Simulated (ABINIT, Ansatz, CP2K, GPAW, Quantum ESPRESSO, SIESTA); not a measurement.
# Code comparison for Zr3Sn (Pm-3n, 8 atoms in the cell)

Self-consistent single point.

```
Zr3Sn
1.0
    5.57671     0.00000     0.00000
    0.00000     5.57671     0.00000
    0.00000     0.00000     5.57671
Zr Sn
6 2
Direct
  0.50000   0.25000   0.00000
  0.50000   0.75000   0.00000
  0.25000   0.00000   0.50000
  0.75000   0.00000   0.50000
  0.00000   0.50000   0.25000
  0.00000   0.50000   0.75000
  0.50000   0.50000   0.50000
  0.00000   0.00000   0.00000
```

All programs got the same cell, k-point mesh and kind of occupations (in Ansatz's words: kpoints.mp_grid.grid = 5 5 5; scf.occupations.method = fermi_dirac; scf.occupations.width = 0.0073 Ry); potentials, basis and cutoffs are each program's usual ones.

| code | model | pressure (GPa) | k-points | cutoff |
|---|---|---|---|---|
| ABINIT | LDA (PW92), norm-conserving pseudopotentials (PseudoDojo nc-sr-04 LDA standard) | -3.34 | 10 | 72 Ry |
| Quantum ESPRESSO | LDA (PZ), GBRV 1.5 ultrasoft (LDA) pseudopotentials | -3.48 | 10 | 40 Ry |
| CP2K | LDA (Pade form), GPW, DZVP-MOLOPT-SR-GTH basis, GTH-PADE potentials (GTH_POTENTIALS) | -3.44 | 63 | grid 500 Ry |
| Ansatz | LDA (PW92), PAW files made with PBE | -3.42 | 10 | default |
| SIESTA | LDA PW92, numerical atomic orbitals TZP, PseudoDojo LDA standard norm-conserving potentials (rewritten from UPF to PSML) | -3.36 | 63 | grid 300 Ry |
| GPAW | LDA (Perdew-Wang 92), GPAW PAW datasets LDA (gpaw-data 1.0.1) | -3.97 | 10 | 600 eV |

The spread over the programs that give each value: pressure within 0.63 GPa.

The starting cell comes from a database of computed structures (which also holds hypothetical and non-ambient phases and stackings), without a prior relaxation at this level. Its lattice was rescaled by a random factor within 2.5 % of one. On Ansatz's run: In the base run, with a pressure of about -3 GPa the cell is away from its equilibrium volume at this level.

Problem. Why do the programs differ, and what cannot be compared?

Solution. Differences of this kind can come from the potentials, where these differ, and from what each basis and cutoff leave unconverged. The valence holds different numbers of electrons (ABINIT 100, Quantum ESPRESSO 100, CP2K 80, Ansatz (an electronic-structure program) 100, SIESTA 100, GPAW 100). The zero of total energies and Fermi levels follows the potentials and each program's conventions, so they are not compared here. CP2K and SIESTA use small atom-centred bases, whose incompleteness enters pressures, forces and empty levels differently from a plane-wave cutoff. Ansatz's pressure is given at a fixed set of plane waves, as the other plane-wave codes print theirs. Ansatz's smearing width was typed in Ry to four decimals, so it matches the others to a few per cent. The same LDA comes in different parametrisations, which differ slightly. The programs reduce the same mesh by symmetry to different extents, which changes the work and not the result.

Left out of this page: Elk and FLEUR (not drawn, or without a comparable value).

Keys are those of Ansatz 0.2.
